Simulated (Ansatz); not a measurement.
System: Al2O3 (R-3, No. 148, 10 atoms in the cell; start mp-754624; a measured phase of this formula has another space group). Method: r²SCAN+rVV10 (Ansatz, a first-principles code, plane waves, PAW).

Numerical settings: plane-wave cutoff 560 eV, 8×8×8 k mesh, Fermi–Dirac smearing 0.01 eV, scalar-relativistic PAW data made under PBE.

Cell (relaxed at this level):

```cif
data_Al12O18
_chemical_formula_sum 'Al12 O18'
_space_group_name_H-M_alt 'R-3 :H'
_space_group_IT_number 148
_space_group_name_Hall '-R 3'
_cell_length_a 4.79528
_cell_length_b 4.79528
_cell_length_c 13.36221
_cell_angle_alpha 90.000
_cell_angle_beta 90.000
_cell_angle_gamma 120.000
loop_
_atom_site_label
_atom_site_type_symbol
_atom_site_symmetry_multiplicity
_atom_site_Wyckoff_symbol
_atom_site_fract_x
_atom_site_fract_y
_atom_site_fract_z
_atom_site_occupancy
Al1 Al 3 a 0.00000 0.00000 0.00000 1
Al2 Al 3 b 0.00000 0.00000 0.50000 1
Al3 Al 6 c 0.00000 0.00000 0.30637 1
O1 O 18 f 0.02059 0.36612 0.25828 1
```
(The calculation used a cell of 10 atoms; values per cell refer to that cell.)

Problem. Estimate the band gap and smallest direct gap on the k points sampled that the calculation returns.

Solution. 
- band gap = 6.88 eV (indirect)
- smallest direct gap on the k points sampled = 6.92 eV

Static lattice: no zero-point or thermal effects.

The result took very roughly 60 core-seconds.

A start named mp-… is a Materials Project structure, which need not be a measured phase.
